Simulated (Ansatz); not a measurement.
Where the default PAW files enter, the runs use the earlier of Ansatz's two default sets.

Data:

```
CELL_PARAMETERS angstrom
      3.99038     0.00000     0.00000
      0.00000     4.10266     0.00000
      0.00000     0.00000     3.99038
ATOMIC_POSITIONS crystal
  Ba 0.50000 0.41746 0.50000
  Ti 0.00000 0.89996 0.00000
  O  0.50000 0.93578 0.00000
  O  0.00000 0.93578 0.50000
  O  0.00000 0.45103 0.00000
```

Space group of this cell: P4mm. The cell is taken as given; by r2SCAN its mean pressure is -1.7 GPa.

Method: r2SCAN (plane waves, PAW; Ansatz, a program for electronic structure).

The current runs along the normal of the first two printed vectors; no spin-orbit coupling. Scaled by the factor s: all lengths (ions clamped). Meshes 8×8×8 and 8×8 across the current in all rows.

| s | mean pressure (GPa) | band gap (eV) |
|---|---|---|
| 0.98 | 9.9 | 2.35 |
| 1.00 | -1.7 | 2.20 |
| 1.02 | -10.5 | ? |

Task: Take the slope of the band gap against ln s from the two given rows, extrapolate to s = 1.02, and say what the run there gives.

Result: Slope = (2.35 − 2.20) / ln 0.98 = -7.42 eV. The line gives 2.20 + (-7.42) × ln 1.02 = 2.05 eV. The run gives 2.05 eV, as the line does.
